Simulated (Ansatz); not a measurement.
Take Rh in the fcc (Cu type) structure (space group Fm-3m, No. 225; a = 3.802 Å; relaxed with 0.1 eV smearing) as the base. Axes: x, y, z lie along the cube axes.

Computed with Kohn–Sham DFT with the r2SCAN functional, run in Ansatz (a program for electronic structure) with PAW and 500 eV plane waves, spin-orbit coupling left out, earlier PAW set.

Strains are applied to the cell and any free atomic positions relax; under biaxial strain the out-of-plane vector relaxes too; under stress the whole cell relaxes.

One change was made to it. Results:

The energy goes up by 13 meV/atom; the shortest interatomic distance falls by 0.053 Å (2.688 Å → 2.635 Å).

Problem. Which change produced these results?
A. tensor shear ε_xz = +1.97 %
B. biaxial strain −4.16 %, plane normal [111], relaxed out of plane
C. uniaxial stress, 2 GPa compression along z

Solution. A, tensor shear ε_xz = +1.97 %. For comparison, the energy relative to the base in the other runs: uniaxial stress, 2 GPa compression along z gives +0.5 meV/atom; biaxial strain −4.16 %, plane normal [111], relaxed out of plane gives +106 meV/atom.

Stability under load was not tested beyond the relaxation. All final runs are without spin polarisation.
